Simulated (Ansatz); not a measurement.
**Ansatz (a first-principles code) run on InSe (R3m, 4 atoms in the cell): self-consistent single point**

Method: LDA (PW92), default PAW files made with PBE (plane waves; Ansatz).

Input:

Ansatz 0.2 input:
```yaml
crystal:
  lattice:
    - [2.01322800, 1.16233800, 8.56548000]
    - [-2.01322800, 1.16233800, 8.56548000]
    - [0.00000000, -2.32467600, 8.56548000]
  atoms:
    - { symbol: In, position: [0.11035000, 0.11035000, 0.11035000] }
    - { symbol: In, position: [0.00183000, 0.00183000, 0.00183000] }
    - { symbol: Se, position: [0.61971300, 0.61971300, 0.61971300] }
    - { symbol: Se, position: [0.82580700, 0.82580700, 0.82580700] }
basis:
  ecutwfc: 420.0
kpoints:
  mp_grid: { grid: [7, 7, 7] }
hamiltonian:
  xc: lda
  pseudopotentials: { kind: paw }
scf:
  occupations: { method: fixed }
output:
  forces: true
  eigenvalues: true
  stress: true
```

Log, with long lists cut:

```
WARN ansatz: RAYON_NUM_THREADS=1 ignored (pool sized by the plan → 1); use --threads N
basis.fft_grid_basis auto: the FFT boxes are laid along the combinations [[1, 0, -1], [0, 1, -1], [0, 0, 1]] of the cell's own vectors, 4.026, 4.026 and 8.875 …
Pseudopotentials: kind: paw
Pseudopotential: In, paw, valence charge 13
Pseudopotential: Se, paw, valence charge 16
Crystal: 4 atoms, lattice volume = 120.262 Å³
Basis set: ecut = 420 eV, 2351 PW (Γ), FFT grids on a1−a3, a2−a3, a3
Bands: 35, of which v1, the nominal top of the filled ones, is band 29 counted from 1 (28 counted from 0)
Symmetry: 6 space group operations
Space group: R3m (ITA 160), of the structure as read, at distance tolerance 4.9e-5 Å
k-points: 44 of 343 (time reversal used)
PAW frozen core: In, regenerated for the run's functional, and the local potential with it
PAW frozen core: Se, regenerated for the run's functional, and the local potential with it
Initial density: superposition of atomic densities (neutral atoms: chi_scale 0, normalization atom), corrected by the library's trained network
Initial wavefunctions: pseudopotential atomic-orbital guess
Eigensolver: davidson
Functional: x = slater, c = lda
SCF iter   1: F=—  HF=-21682.718386 eV  |F-HF|=—  |Δ(HF+E_count)|=         —  Δρ=6.75e-3  dr2=5.66e-2  ethr=1.77e-3  ⟨swp⟩=4.9  Hψ=5651  notcnv=0  defer=176
all-band conjugate gradients solve this SCF's bands
preconditioner: auto → Resta (q_TF=auto, 2.416 Å⁻¹)
SCF iter   2: F=—  HF=-21682.704248 eV  |F-HF|=—  |Δ(HF+E_count)|=   1.41e-2  Δρ=2.80e-3  dr2=5.41e-3  ethr=9.76e-5  ⟨swp⟩=3.0  Hψ=2816  notcnv=0  defer=176
SCF iter   3: F=—  HF=-21682.703138 eV  |F-HF|=—  |Δ(HF+E_count)|=   1.11e-3  Δρ=9.41e-4  dr2=8.99e-4  ethr=9.32e-6  ⟨swp⟩=2.0  Hψ=2412  notcnv=0  defer=176
SCF iter   4: F=—  HF=-21682.703028 eV  |F-HF|=—  |Δ(HF+E_count)|=   1.10e-4  Δρ=2.59e-4  dr2=8.00e-5  ethr=1.55e-6  ⟨swp⟩=2.0  Hψ=1772  notcnv=0  defer=176
SCF iter   5: F=—  HF=-21682.703033 eV  |F-HF|=—  |Δ(HF+E_count)|=   4.46e-6  Δρ=5.18e-5  dr2=3.66e-6  ethr=1.38e-7  ⟨swp⟩=2.0  Hψ=1689  notcnv=0  defer=54
SCF iter   6: F=—  HF=-21682.703034 eV  |F-HF|=—  |Δ(HF+E_count)|=   1.60e-6  Δρ=1.05e-5  dr2=1.87e-7  ethr=6.31e-9  ⟨swp⟩=2.1  Hψ=1855  notcnv=0  defer=54
SCF iter   7: F=-21682.703034 eV  HF=-21682.703034 eV  |F-HF|=3.26e-9  |Δ(HF+E_count)|=   5.87e-8  Δρ=3.05e-6  dr2=1.50e-8  ethr=1.72e-10  ⟨swp⟩=9.8  Hψ=7200  notcnv=0
SCF 1 converged in 7 iterations: F = -21682.703034 eV  dr2 = 1.50e-8
SCF converged after 7 iterations
Free energy (F): -21682.703034 eV
Harris-Foulkes:  -21682.703034 eV  (|F-HF|=3.26e-9)
Internal energy: -21682.703034 eV  (E = F + TS)
E sigma→0 (E₀):  -21682.703034 eV
Fermi energy:    6.410197 eV
--- Per-component energies (eV) ---
  E_band       = -954.293397
  E_kinetic    = 724.793932
  E_local      = -8084.156579  (includes V_loc(G=0)·N_el)
  E_nonlocal   = -437.793254
  E_hartree    = 3710.587801
  E_xc         = -633.226117
  E_vxc        = -397.876850  (∫ρ·V_xc dr)
  E_paw        = -11685.220323  (= ΣΔE_a)
  E_vpaw       = -180.440371  (= ΣTr[D̂ρ^β])
  E_aug_tail   = -0.001176  (compensation charges beyond the density's cutoff)
  E_ewald      = -5282.691116
  E_core_change = 5.003797  (= ΣΔE_core)
  E_smearing   = -0.000000  (= −TS)
  E_closure    = -0.000000  (closes the sum)
  Σ components = -21682.703034   (vs F -21682.703034, Δ=0.00e0)
--- Forces (eV/Å), atoms counted from 1 ---
  atom   1  In     0.00000000    -0.00000000    -0.07797918
  atom   2  In     0.00000000    -0.00000000     0.07791786
  atom   3  Se     0.00000000     0.00000000     0.05044218
  atom   4  Se     0.00000000     0.00000000    -0.05041217
  max |Σ_I F_I| component: 3.13e-5 eV/Å
--- Stress (GPa, compression-positive) ---
       -1.671142       0.000000       0.000000
        0.000000      -1.671142       0.000000
        0.000000       0.000000      -1.822164
  P = ⅓ Tr σ = -1.7215 GPa (-17.215 kbar)
  The stress holds the Pulay correction. Without it, at fixed plane waves, as pw.x and ABINIT print it: P = -1.7470 GPa
--- Band table (eV; the first three rows and the last of 44) ---
  k-point 0: bands = ["-41.0485", "-41.0485", "-41.0484", "-41.0484", "-41.0164", "-41.0164", "-41.0156", "-41.0156", "-41.0046", "-41.0036", "-8.1310", "-7.9345", "-7.9345", "-7.8482", "-7.8482", "-7.8349", "-7.8349", "-7.6617", "-7.6563", [...]
  k-point 1: bands = ["-41.0485", "-41.0484", "-41.0484", "-41.0484", "-41.0164", "-41.0164", "-41.0157", "-41.0156", "-41.0046", "-41.0036", "-8.1363", "-8.0061", "-7.9391", "-7.9315", "-7.8405", "-7.8341", "-7.8246", "-7.6957", "-7.6580", [...]
  k-point 2: bands = ["-41.0484", "-41.0484", "-41.0483", "-41.0483", "-41.0165", "-41.0164", "-41.0157", "-41.0156", "-41.0045", "-41.0035", "-8.1980", "-8.0769", "-8.0626", "-7.9295", "-7.8529", "-7.8027", "-7.7965", "-7.7115", "-7.6611", [...]
  k-point 43: bands = ["-41.0485", "-41.0484", "-41.0484", "-41.0484", "-41.0164", "-41.0164", "-41.0157", "-41.0156", "-41.0046", "-41.0036", "-8.1349", "-8.0003", "-7.9476", "-7.9317", "-7.8405", "-7.8340", "-7.8246", "-7.6985", "-7.6579", [...]
```

The run converged in 7 iterations.

The starting cell comes from a database of computed structures (which also holds hypothetical and non-ambient phases and stackings), without a prior relaxation at this level. Its lattice was rescaled by up to half a per cent. Ansatz's pressure includes its estimate of the finite-basis (Pulay) stress.
